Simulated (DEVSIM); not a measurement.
System: Au/La2O3/n-InP capacitor, at 400 K.

Layer 1 from the left is La2O3, thickness (nm) 7.40. Layer 2 from the left is InP, thickness (nm) 6400, Nd (cm⁻³) 9.5e15.

Metal gate on the left, work function 5.1 eV. Fixed charge at the semiconductor interface 8.4e12 cm⁻² (in units of +e); no interface traps.

This is a model device: material constants are rounded textbook-type values typed into the input, and sizes, dopings and lifetimes were drawn at random. Values at 300 K; Nc and Nv go as T^1.5, mobilities as T to minus their exponent, the gap by Varshni's rule with the affinity fixed.

La2O3: gap (eV) 5.8, affinity (eV) 1.8, permittivity 27. InP: gap (eV) 1.344, affinity (eV) 4.38, permittivity 12.5, Nc (cm⁻³) 5.7e17, Nv (cm⁻³) 1.1e19, Varshni α (eV/K) 0.000363, Varshni β (K) 162.

**Question.** Estimate by hand the flat-band voltage, the threshold voltage, and compare with a numerical solution.

**Answer.** 
- Flat-band voltage: C = 3.23 μF/cm², work-function difference 0.564 V; VFB = φms − qNf/C = 0.15 V; numerical 0.15 V.
- Threshold voltage: φF = 0.449 V, depletion charge √(4εqNφF) = 5.50e-8 C/cm²; VT = VFB − 2φF − Qd/C = -0.77 V; numerical -0.77 V.

Simulated with DEVSIM: 1D Poisson equation in equilibrium, Boltzmann statistics, complete ionisation; no quantum confinement or tunnelling. Metal contacts follow the ideal Schottky-Mott rule: no Fermi-level pinning, no interface dipoles.
